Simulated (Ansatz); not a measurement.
**What pressure −2 GPa does to La**

Base system: La (space group P6_3/mmc, No. 194; a = 3.7703 Å, c = 12.0810 Å).

Now apply this change: a negative pressure, −2 GPa.

Computed with Kohn–Sham DFT with the PBE functional, run in Ansatz (a first-principles code) with PAW and 420 eV plane waves, scalar-relativistic without spin-orbit coupling. Settings: 14×14×4 k-points, 0.05 eV Fermi–Dirac smearing.

The c/a ratio goes up by 0.003 (3.204 → 3.207) and the shortest interatomic distance goes up by 0.2104 bohr to 7.246 bohr. The enthalpy H = E + PV relative to the base's energy is -0.48 eV/atom and the band gap is still zero.

Final structure:

```
La
1.0
    3.88099     0.00000     0.00000
   -1.94049     3.36103     0.00000
    0.00000     0.00000    12.44574
La
4
Direct
  0.00000   0.00000   0.00000
  0.00000   0.00000   0.50000
  0.33333   0.66667   0.25000
  0.66667   0.33333   0.75000
```

Cost of the whole job for the changed cell (relaxation, final SCF and bands): around 70 core-seconds (rough).

Load acts through the strain it causes; cell and atoms are relaxed under it. No phonon test of stability was made.
